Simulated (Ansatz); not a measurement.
# What isotropic strain −0.77 % does to Ti3Al

Consider Ti₃Al (space group P6_3/mmc, No. 194; a = 5.755 Å, c = 4.655 Å).

It is then changed as follows: an isotropic linear strain of −0.77 %, atoms relaxed at fixed cell.

Calculations: PBE/PAW in Ansatz (a first-principles code), scalar-relativistic without spin-orbit coupling, earlier PAW set. k-mesh 10×10×10 (Γ-centred); smearing 0.05 eV (Fermi–Dirac).

The volume per atom falls by 0.38 Å³, from 16.69 Å³ to 16.31 Å³ and the space group is still P6_3/mmc (No. 194). The shortest interatomic distance falls by 0.041 bohr (5.337 bohr → 5.296 bohr) and the energy rises by 3.3 meV/atom. The pressure (mean of the normal stresses, compression positive) goes from zero to 2.8 GPa and the band gap stays zero.

Final structure:

```
Ti3Al
1.0
    5.71099     0.00000     0.00000
   -2.85549     4.94586     0.00000
    0.00000     0.00000     4.61876
Ti Al
6 2
Cartesian
  2.85549   3.26673   1.15469
 -1.40132   4.10629   3.46407
  1.45417   0.83957   1.15469
  0.00000   1.67913   3.46407
  4.25682   0.83957   1.15469
  1.40132   4.10629   3.46407
  0.00000   3.29724   1.15469
  2.85549   1.64862   3.46407
```

Cost of the whole job for the changed cell (relaxation, final SCF and bands): roughly 40 core-seconds.

Whether these cells are dynamically stable was not tested. All final runs are without spin polarisation.
